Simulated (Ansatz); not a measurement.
Checking a run of Ansatz (a quantum-chemistry and plane-wave program) on ZnS (F-43m, 2 atoms in the cell). The aim is a self-consistent single point with DFT, PBE, plane waves, PAW files.

Cell that was meant: a = 3.7283 Å, b = 3.7283 Å, c = 3.7283 Å, α = 60.00°, β = 60.00°, γ = 60.00°.

Part of the input:

Ansatz 0.2 input:
```yaml
    - { symbol: Zn, position: [0.00000000, 0.00000000, 0.00000000] }
    - { symbol: S, position: [0.25000000, 0.25000000, 0.25000000] }
basis:
  ecutwfc: 210.0 eV
kpoints:
  mp_grid:
    grid: [11, 11, 11]
```

Output (repeated stretches shortened):

```
   [... lines left out ...]
Symmetry: 24 space group operations
Space group: F-43m (ITA 216), of the structure as read, at distance tolerance 3.3e-5 Å
k-points: 56 of 1331 (time reversal used)
Initial density: superposition of atomic densities (chi_scale 0.1, normalization cell, long waves kept (reshape's long-wave potential 0.00 eV rms))
Initial wavefunctions: pseudopotential atomic-orbital guess
Eigensolver: davidson
Functional: x = pbe(κ = 0.804, μ = 0.2195149727645171), c = pbe(β = 0.06672455060314922)
SCF iter   1: F=—  HF=-4217.974186 eV  |F-HF|=—  |Δ(HF+E_count)|=         —  Δρ=2.88e-2  dr2=2.90e-1  ethr=3.10e-3  ⟨swp⟩=6.8  Hψ=4960  notcnv=0
all-band conjugate gradients solve this SCF's bands
preconditioner: auto → none
SCF iter   2: F=—  HF=-4217.596181 eV  |F-HF|=—  |Δ(HF+E_count)|=   3.78e-1  Δρ=4.28e-2  dr2=3.69e-1  ethr=1.61e-3  ⟨swp⟩=2.0  Hψ=1848  notcnv=0
   [... lines left out ...]
SCF iter   5: F=—  HF=-4217.512185 eV  |F-HF|=—  |Δ(HF+E_count)|=   4.15e-5  Δρ=1.25e-4  dr2=6.84e-6  ethr=1.90e-6  ⟨swp⟩=2.2  Hψ=1065  notcnv=0
SCF iter   6: F=—  HF=-4217.511894 eV  |F-HF|=—  |Δ(HF+E_count)|=   2.91e-4  Δρ=2.86e-5  dr2=1.58e-7  ethr=3.80e-8  ⟨swp⟩=2.0  Hψ=1232  notcnv=0
SCF iter   7: F=-4217.511894 eV  HF=-4217.511894 eV  |F-HF|=2.79e-8  |Δ(HF+E_count)|=   1.53e-7  Δρ=9.55e-6  dr2=1.71e-8  ethr=5.56e-10  ⟨swp⟩=5.0  Hψ=3421  notcnv=0
SCF 1 converged in 7 iterations: F = -4217.511894 eV  dr2 = 1.71e-8
Free energy (F): -4217.511894 eV
Internal energy: -4217.511894 eV  (E = F + TS)
E sigma→0 (E₀):  -4217.511894 eV
Fermi energy:    7.924530 eV
--- Forces (eV/Å), atoms counted from 1 ---
  atom   1  Zn     0.00000000     0.00000000     0.00000000
  atom   2  S     -0.00000000     0.00000000     0.00000000
--- Stress (GPa, compression-positive) ---
        9.298614       0.000000      -0.000000
        0.000000       9.298614       0.000000
       -0.000000       0.000000       9.298614
  P = ⅓ Tr σ = 9.2986 GPa (92.986 kbar)
  The stress holds the Pulay correction. Without it, at fixed plane waves, as pw.x and ABINIT print it: P = -104.5839 GPa
```

Question: Is this run sound? If not, what is wrong?

Answer: The run is not sound. The fault is a basis or grid far too coarse for these potentials. The error of an incomplete plane-wave basis or grid does not cancel at such settings. To fix it, restore the cutoff that the potentials need and check convergence. The run converged in 7 iterations without an error; against the sound input the free energy rises by 2.57 eV/atom, the pressure goes from 8.24 to 9.30 GPa and the gap on the mesh goes from 2.430 to 2.756 eV. At a fixed set of plane waves, without the program's Pulay estimate, the pressure is -104.58 GPa against 8.15 GPa.

An input that runs soundly differs in these lines (not the only fix; some lines may just follow from the change or write a value another way):
```diff
-  ecutwfc: 210.0 eV
+  ecutwfc: 420.0 eV
```

With that input, the run converged in 8 iterations: free energy E − TS (on the zero of these files) -4222.6493 eV; top of the valence band (on the code's own zero) 6.77 eV; gap on the k-point mesh 2.43 eV; pressure 8.24 GPa (DFT, PBE, plane waves, PAW files).

On the sound input: the starting cell comes from a database of computed structures (which also holds hypothetical and non-ambient phases and stackings), without a prior relaxation at this level. Its lattice was rescaled by a random factor within 2.5 % of one. With a pressure of about 8 GPa the cell is away from its equilibrium volume at this level. Ansatz's pressure includes its estimate of the finite-basis (Pulay) stress.
